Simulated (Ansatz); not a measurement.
## Hypothetical Pm-3n InP, response to strain

The reference is InP (space group Pm-3n, No. 223; a = 7.2411 Å; a hypothetical phase, not in the database extracts checked). Axes: x, y, z lie along the cube axes.

Strains are applied to the cell and any free atomic positions relax; under biaxial strain the out-of-plane vector relaxes too.

Calculations: DFT with PBEsol, PAW potentials and a 420 eV plane-wave cutoff in Ansatz (an electronic-structure program), spin-orbit coupling left out.

Notes on the quantities. energy relative to the base: free energy F.

```tsv
change	electron mass	space group	band gap	energy relative to the base
base	0.057 mₑ (at Γ)	Pm-3n (No. 223)	0.65 eV	0 meV/atom
biaxial strain +1.10 %, plane normal [001], relaxed out of plane	[?]	P4_2/mmc (No. 131)	[?]	[?]
uniaxial strain ε_zz = +0.19 %	0.056 mₑ (at Γ)	P4_2/mmc (No. 131)	0.63 eV	0.0 meV/atom
tensor shear ε_yz = +0.72 %	0.057 mₑ (at Γ)	Cccm (No. 66)	0.62 eV	+0.3 meV/atom
```

Problem. Complete the table.

Solution. 
- biaxial strain +1.10 %, plane normal [001], relaxed out of plane, electron mass: 0.043 mₑ out of plane, 0.053 mₑ in plane (at Γ)
- biaxial strain +1.10 %, plane normal [001], relaxed out of plane, band gap: 0.43 eV
- biaxial strain +1.10 %, plane normal [001], relaxed out of plane, energy relative to the base: +2.4 meV/atom

Masses are band curvatures over ±0.01 Å⁻¹ around the edge. Stability against distortions was not tested.
